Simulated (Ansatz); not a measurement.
Ansatz (a first-principles code) run on the (001) slab of Al (cut from a parent of space group no. 225; 4 atoms in the cell): self-consistent single point.

Level of theory: PBEsol, default PAW files made with PBE (plane waves; Ansatz).

```
CELL_PARAMETERS angstrom
      2.87237     0.00000     0.00000
     -2.87237     2.87237     0.00000
      0.00000     0.00000    20.09331
ATOMIC_POSITIONS crystal
  Al 0.00000 0.00000 0.44946
  Al 0.00000 0.50000 0.34837
  Al 0.00000 0.00000 0.65163
  Al 0.00000 0.50000 0.55054
```

Reference input (self-consistent single point, DFT, PBEsol, plane waves, default PAW files made with PBE): basis.ecutwfc = 30.9 Ry; kpoints.mp_grid.grid = 15 15 1; hamiltonian.xc = pbesol; hamiltonian.pseudopotentials = {kind: paw} (the program's default PAW files); scf.occupations.method = gaussian; scf.occupations.width = 0.0073 Ry. This run's input differs from it in these lines:

Ansatz 0.2 input:
```diff
@@ -14,3 +14,3 @@
 kpoints:
-  mp_grid: { grid: [15, 15, 1] }
+  mp_grid: { grid: [19, 19, 1] }
 hamiltonian:
```

Log, with long lists cut:

```
SCF iter   1: F=—  HF=-2097.031510 eV  |F-HF|=—  |Δ(HF+E_count)|=         —  Δρ=1.06e-3  dr2=4.90e-3  ethr=1.77e-3  ⟨swp⟩=7.9  Hψ=4836  notcnv=0
all-band conjugate gradients solve this SCF's bands
preconditioner: auto → LDOS
SCF iter   2: F=—  HF=-2097.032134 eV  |F-HF|=—  |Δ(HF+E_count)|=   6.24e-4  Δρ=2.08e-4  dr2=9.50e-5  ethr=4.09e-5  ⟨swp⟩=2.4  Hψ=1330  notcnv=0  defer=5
SCF iter   3: F=—  HF=-2097.032144 eV  |F-HF|=—  |Δ(HF+E_count)|=   1.01e-5  Δρ=6.30e-5  dr2=1.90e-5  ethr=7.91e-7  ⟨swp⟩=2.1  Hψ=881  notcnv=0  defer=5
SCF iter   4: F=—  HF=-2097.032143 eV  |F-HF|=—  |Δ(HF+E_count)|=   1.61e-6  Δρ=1.64e-5  dr2=1.08e-6  ethr=1.59e-7  ⟨swp⟩=2.6  Hψ=909  notcnv=0  defer=5
iter 5 did not close the SCF: its close was put off for the readings that it lacked (scf_convergence_deferred on its scf_iter line)
SCF iter   5: F=-2097.032143 eV  HF=-2097.032143 eV  |F-HF|=1.52e-8  |Δ(HF+E_count)|=   7.48e-8  Δρ=2.74e-6  dr2=6.03e-8  ethr=9.02e-9  ⟨swp⟩=2.7  Hψ=934  notcnv=0  defer=5
SCF iter   6: F=-2097.032143 eV  HF=-2097.032143 eV  |F-HF|=1.34e-10  |Δ(HF+E_count)|=   2.33e-8  Δρ=6.42e-7  dr2=1.29e-9  ethr=5.02e-10  ⟨swp⟩=6.1  Hψ=3157  notcnv=0
SCF 1 converged in 6 iterations: F = -2097.032143 eV  dr2 = 1.29e-9
Free energy (F): -2097.032143 eV
Internal energy: -2097.025637 eV  (E = F + TS)
E sigma→0 (E₀):  -2097.028890 eV
Entropy (-TS):   -0.006506 eV (-1.626 meV/atom)
Fermi energy:    0.577430 eV
--- Forces (eV/Å), atoms counted from 1 ---
  atom   1  Al     0.00000000    -0.00000000     0.02970767
  atom   2  Al    -0.00000000     0.00000000    -0.09890295
  atom   3  Al     0.00000000     0.00000000     0.09890295
  atom   4  Al     0.00000000    -0.00000000    -0.02970767
--- Stress (GPa, compression-positive) ---
       -3.037500      -0.000000      -0.000000
       -0.000000      -3.037500      -0.000000
       -0.000000      -0.000000       0.523498
  P = ⅓ Tr σ = -1.8505 GPa (-18.505 kbar)
  The stress holds the Pulay correction. Without it, at fixed plane waves, as pw.x and ABINIT print it: P = -1.8732 GPa
```

The run converged in 6 iterations. Against the reference run the free energy goes up by 4.6 meV/atom and the largest force goes from 0.106 to 0.099 eV/Å. The full log also holds: “iter 5 did not close the SCF: its close was put off for the readings that it lacked (scf_convergence_deferred on its scf_iter line)”.

The starting cell has typed, rounded lattice constants, without a prior relaxation at this level. The slab is cut from that crystal, and its faces are unrelaxed. Its lattice was rescaled by up to half a per cent.
